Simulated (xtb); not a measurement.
xtb 6.7.1, GFN1-xTB: Co(k2OAc)2(NH3)2 (CC1[O][Co]2(<-[NH3])(<-[NH3])([O]C(C)=[O]->2)<-[O]=1), charge 0, multiplicity 4, 23 atoms. The geometry is a generated start, not checked to be a minimum at this level.

| Property | Value |
|---|---|
| run flags | --grad |
| method | GFN1-xTB |
| --acc | 1 (default) |
| --etemp (K) | 300 (default) |
| basis functions | 74 |
| valence electrons | 71 |

```xyz
23

Co     0.0243    -0.4048    -0.1469
C      2.9119     2.1468    -1.1186
C      1.8693     1.1156    -0.7480
O      1.5804     0.9310     0.4587
O      1.3258     0.4232    -1.6442
H      2.6495     2.6117    -2.0643
H      2.9886     2.8908    -0.3320
H      3.8723     1.6468    -1.2316
C     -3.0392     0.7300     2.1212
C     -1.9235     0.2467     1.2219
O     -1.6576     0.8779     0.1707
O     -1.2964    -0.8034     1.5080
H     -2.7957     0.5174     3.1578
H     -3.1957     1.7935     1.9718
H     -3.9519     0.1959     1.8617
N      1.3210    -2.0916     0.5277
H      1.4856    -2.8820    -0.0846
H      0.8851    -2.4140     1.3855
H      2.2119    -1.6673     0.7649
N     -1.1666    -1.3960    -1.7431
H     -1.9287    -0.7380    -1.8719
H     -1.5529    -2.3169    -1.5688
H     -0.6175    -1.4133    -2.5956
```

Charge 0 and multiplicity 4 are set for this test and not shown to be the ground state. GFN-xTB has no spin term: --uhf 3 sets the occupations alone.

One run each on 1 thread. Values of broydamp tried: 0.02, 0.05, 0.1, 0.2, 0.4 (default), 0.6, 0.8, 1.

### Question
How does the count of SCC iterations change with broydamp, and where is it least?

### Answer
Fewest SCC iterations, within one of each other: 0.2 with 14, 0.4 (default) with 14, 0.6 with 15. The count rises to 25 at 0.02. All converge to one solution.

```
broydamp       SCC iterations            end
-------------  --------------  -------------
0.02                       25  same solution
0.05                       22  same solution
0.1                        18  same solution
0.2                        14  same solution
0.4 (default)              14  same solution
0.6                        15  same solution
0.8                        16  same solution
1                          17  same solution
```
